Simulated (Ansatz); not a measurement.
Levels about the gap of amorphous silicon nitride (Si30N40) (70 atoms in a cell of 808 Å³, 2.88 g/cm³; zone centre alone, so wide bands show as single levels with stretches between that a denser mesh fills), at the geometry that PBE relaxed, where it gives 0.1 GPa on a denser mesh. The participation number counts the atoms over which a state spreads; weights are charges in smoothed Voronoi cells. The levels come from a single point, so bond lengths are those of that geometry. Method of the levels: r2SCAN, scalar-relativistic without spin-orbit coupling (Ansatz, a quantum-chemistry and plane-wave program). Sampling: the zone centre alone; Fermi-Dirac width 0.01 eV; collinear spin, started from moments on atoms (the moments died out). At PBE the levels at the filled edge of the gap are localised (band-tail or defect states), and the nearest spread-out levels lie 3.2 eV apart at the zone centre.

The cell was made by melting and quenching with the CHGNet potential and then relaxed with DFT. N atoms were pushed apart under 1.9 Å during the dynamics, to hinder bonds among them. The hot cell started wider than the set density and was brought back towards it in steps. It is the lowest in DFT energy of 2 quenches. It is a model cell: composition and starting density were chosen by hand, and all elements were melted together. No dispersion term was used. Its density started from a set value of 2.93 and ended at 2.88 g/cm³. The simulated quench (nominally 91 K/ps over its main leg) is rapid and tends to freeze in more defects than a deposited or slowly cooled glass has. Values belong to this one cell and scatter from quench to quench. The volume was free in the relaxation, at fixed shape. Stress components on the final sampling reach 4.6 GPa.

```csv
"E - E(highest filled), eV",filling,spin,participation number,largest on,weight N,weight Si
-0.80,filled,up,14.1,"N, 2 neighbours",0.90,0.10
-0.53,filled,dn,8.9,"N, 3 neighbours",0.89,0.11
-0.53,filled,up,8.9,"N, 3 neighbours",0.89,0.11
-0.41,filled,up,11.9,"N, 3 neighbours",0.89,0.11
-0.41,filled,dn,11.9,"N, 3 neighbours",0.89,0.11
0.00,filled,up,7.2,"N, 3 neighbours",0.89,0.11
0.00,filled,dn,7.2,"N, 3 neighbours",0.89,0.11
2.83,empty,up,42.9,"Si, 5 neighbours",0.52,0.48
2.83,empty,dn,42.9,"Si, 5 neighbours",0.52,0.48
3.15,empty,up,26.9,"Si, 4 neighbours",0.42,0.58
3.15,empty,dn,26.9,"Si, 4 neighbours",0.42,0.58
3.55,empty,up,21.3,"Si, 5 neighbours",0.45,0.55
3.55,empty,dn,21.3,"Si, 5 neighbours",0.45,0.55
3.73,empty,dn,32.2,"Si, 4 neighbours",0.44,0.56
```

Most localised among these is the filled level at +0.00 eV, on a N atom, which has 3 neighbours (Si 1.71 Å, Si 1.76 Å, Si 1.78 Å).
